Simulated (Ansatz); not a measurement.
**A computed series for BeS: response to strain**

Start from BeS in the zinc blende structure (space group F-43m, No. 216).

```
BeS
1.0
    0.00000     2.41904     2.41904
    2.41904     0.00000     2.41904
    2.41904     2.41904     0.00000
Be S
1 1
Direct
  0.00000   0.00000   0.00000
  0.25000   0.25000   0.25000
```

Cartesian axes are those of the cell as printed.

Strains are applied to the cell and any free atomic positions relax; under biaxial strain the out-of-plane vector relaxes too.

All numbers come from PBEsol in Ansatz (plane waves to 420 eV, PAW, spin-orbit coupling left out).

Notes on the quantities. energy relative to the base: free energy F.

```json
[
 {"biaxial strain, plane normal [001], relaxed out of plane (%)": "-3", "energy relative to the base (meV/atom)": "14.7"},
 {"biaxial strain, plane normal [001], relaxed out of plane (%)": "-2.5", "energy relative to the base (meV/atom)": "10.1"},
 {"biaxial strain, plane normal [001], relaxed out of plane (%)": "-2", "energy relative to the base (meV/atom)": "?"},
 {"biaxial strain, plane normal [001], relaxed out of plane (%)": "-1.5", "energy relative to the base (meV/atom)": "3.5"},
 {"biaxial strain, plane normal [001], relaxed out of plane (%)": "-1", "energy relative to the base (meV/atom)": "1.6"},
 {"biaxial strain, plane normal [001], relaxed out of plane (%)": "-0.5", "energy relative to the base (meV/atom)": "0.4"},
 {"biaxial strain, plane normal [001], relaxed out of plane (%)": "0", "energy relative to the base (meV/atom)": "0.0"}
]
```

Fit ΔE = Aε² + Bε³ (ε in %) to the rows shown and predict the withheld row.

Least squares on the printed values gives A = 1.51 and B = -0.040 meV/atom (largest residual 0.0 meV/atom); this predicts 6.4 meV/atom, and the run gives 6.4 meV/atom, in agreement.

Whether these cells are dynamically stable was not tested.

Ansatz is a quantum-chemistry and plane-wave program.
